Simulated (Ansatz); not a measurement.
Base system: Mg2Si (space group Fm-3m, No. 225; a = 6.326 Å). Axes: x, y, z lie along the cube axes.

Calculations: Kohn–Sham DFT with the PBEsol functional, run in Ansatz (an electronic-structure program) with PAW and 420 eV plane waves, no spin-orbit coupling.

Strains are applied to the cell and any free atomic positions relax; under biaxial strain the out-of-plane vector relaxes too; under stress the whole cell relaxes.

One change was made to it. Results:

| quantity | base | after |
|---|---|---|
| energy relative to the base (free energy F) | 0 meV/atom | +16 meV/atom |
| band gap | 0.12 eV | zero |
| volume per atom | 21.10 Å³ | 21.79 Å³ |

Name the change that was made.
A. tensor shear ε_xy = −0.46 %
B. isotropic strain −0.34 %
C. biaxial strain +4.14 %, plane normal [111], relaxed out of plane
D. uniaxial stress, 5 GPa tension along x

D, uniaxial stress, 5 GPa tension along x. For comparison, the energy relative to the base in the other runs: isotropic strain −0.34 % gives +0.4 meV/atom; tensor shear ε_xy = −0.46 % gives +0.3 meV/atom; biaxial strain +4.14 %, plane normal [111], relaxed out of plane gives +27 meV/atom.

Beyond what the load breaks, stability against distortions was not tested. All final runs are without spin polarisation. A zero or small gap of Mg2Si can be the functional's error rather than a property of the material.
